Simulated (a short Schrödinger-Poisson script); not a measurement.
Structure: symmetric double-gate stack, SiO2 on p-type Si(100), at 300 K.

```tsv
layer	material	thickness (nm)	Na (cm⁻³)
1	SiO2	3.9	-
2	Si	10	1e18
3	SiO2	3.9	-
```

The device is made up for the run: typed textbook-type constants, with dimensions and the other settings drawn at random. SiO2: permittivity 3.9, conduction-band edge (eV) 3.15, gap (eV) 9, electron mass (mₑ) 0.5. Si: permittivity 11.7, conduction-band edge (eV) 0, gap (eV) 1.124, Nv at 300 K (cm⁻³) 3.1e19.

Channel valleys (confinement mass, in-plane density-of-states mass, number): Δ2 0.916, 0.19, 2; Δ4 0.19, 0.417, 4. At the gates, both at one voltage, the conduction-band edge of layer 1 lies 3.43 eV − eVg above the Fermi level of the channel. Gaps are held at their typed values at every temperature. Mesh 0.03 nm at interfaces.

From a short Schrödinger-Poisson script (our own, NumPy): 1D Poisson equation in equilibrium, electrons quantum, Hartree (BenDaniel-Duke, 12 states a valley, the channel's in-plane mass for all, wave functions ending at the dielectric), parabolic valleys, classical holes, full ionisation, no traps, pinning or gate leakage.

### Question
List the lowest subbands of each valley and their electrons at Vg = 2.55 V.

### Answer
```
valley  subband  energy from the Fermi level (meV)  electrons (cm⁻²)  share (%)
------  -------  ---------------------------------  ----------------  ---------
Δ2            0                              -38.1           6.90e12       32.5
Δ2            1                              -38.1           6.89e12       32.5
Δ2            2                               41.5           7.51e11        3.5
Δ4            0                               33.4           4.37e12       20.6
Δ4            1                               61.8           1.58e12        7.4
Δ4            2                              160.0           3.69e10        0.2
```

All electrons: 2.12e13 cm⁻².
